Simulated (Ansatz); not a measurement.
# MoS2: pressure series

Take MoS2 in the 2H-MoS2 type structure (space group P6_3/mmc, No. 194; layered, stacked along the Cartesian z axis) as the base.

```cif
data_Mo2S4
_chemical_formula_sum 'Mo2 S4'
_space_group_name_H-M_alt 'P63/mmc'
_space_group_IT_number 194
_space_group_name_Hall '-P 6c 2c'
_cell_length_a 3.10903
_cell_length_b 3.10903
_cell_length_c 11.70864
_cell_angle_alpha 90.000
_cell_angle_beta 90.000
_cell_angle_gamma 120.000
loop_
_atom_site_label
_atom_site_type_symbol
_atom_site_symmetry_multiplicity
_atom_site_Wyckoff_symbol
_atom_site_fract_x
_atom_site_fract_y
_atom_site_fract_z
_atom_site_occupancy
Mo1 Mo 2 c 0.33333 0.66667 0.25000 1
S1 S 4 f 0.66667 0.33333 0.11648 1
```

Cell and atoms are relaxed at each pressure.

Level of theory: Ansatz (a quantum-chemistry and plane-wave program), PBEsol-D3(BJ), PAW, cutoff 420 eV, no SOC, earlier PAW set.

| case | band gap | shortest interatomic distance | density |
|---|---|---|---|
| base | 0.52 eV | 2.380 Å | 5.42 g/cm³ |
| pressure −2 GPa | 0.69 eV | 2.387 Å | 5.24 g/cm³ |
| pressure −1 GPa | 0.60 eV | 2.383 Å | 5.34 g/cm³ |
| pressure 3 GPa | 0.36 eV | 2.372 Å | 5.63 g/cm³ |
| pressure 7 GPa | 0.18 eV | 2.362 Å | 5.84 g/cm³ |
| pressure 15 GPa | zero | 2.344 Å | 6.19 g/cm³ |
| pressure 30 GPa | zero | 2.318 Å | 6.70 g/cm³ |
| pressure 50 GPa | zero | 2.292 Å | 7.27 g/cm³ |
| pressure 75 GPa | zero | 2.266 Å | 7.83 g/cm³ |
| pressure 100 GPa | zero | 2.247 Å | 8.32 g/cm³ |

The mesh was chosen for an insulator and is coarse for the gapless case. Load acts through the strain it causes; cell and atoms are relaxed under it. Stability against distortions was not tested. No other phases were tried under pressure. The final runs are not spin-polarised. The zero or small gap of MoS2 under pressure 7 GPa, MoS2 under pressure 15 GPa and MoS2 under pressure 30 GPa can change with the level of theory.
